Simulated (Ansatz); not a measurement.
Base system: AlN in the wurtzite structure (space group P6_3mc, No. 186; a = 3.1138 Å, c = 4.9833 Å).

Level of theory: PBEsol in Ansatz (plane waves to 420 eV, PAW, no spin-orbit coupling).

Before the change:

```
Quantity                              Result
---------------------  ---------------------
Pressure                            0.01 GPa
Valence-band top at Γ  0.00, -0.22, -0.22 eV
```

One thing is altered: every lattice vector is shortened by 0.60 %; the atoms relax in the strained cell.

Problem. Predict the new pressure.

Solution. The pressure (mean of the normal stresses, compression positive) grows by 3.760 GPa to 3.76 GPa.

Problem. How does this affect the valence-band top at Γ?

Solution. The valence-band top at Γ (three highest levels, from the VBM) goes from 0.00, -0.22, -0.22 eV to 0.00, -0.23, -0.23 eV.

The levels and masses belong to the bands next to the band gap. Whether these cells are dynamically stable was not tested.

Ansatz is a program for electronic structure.
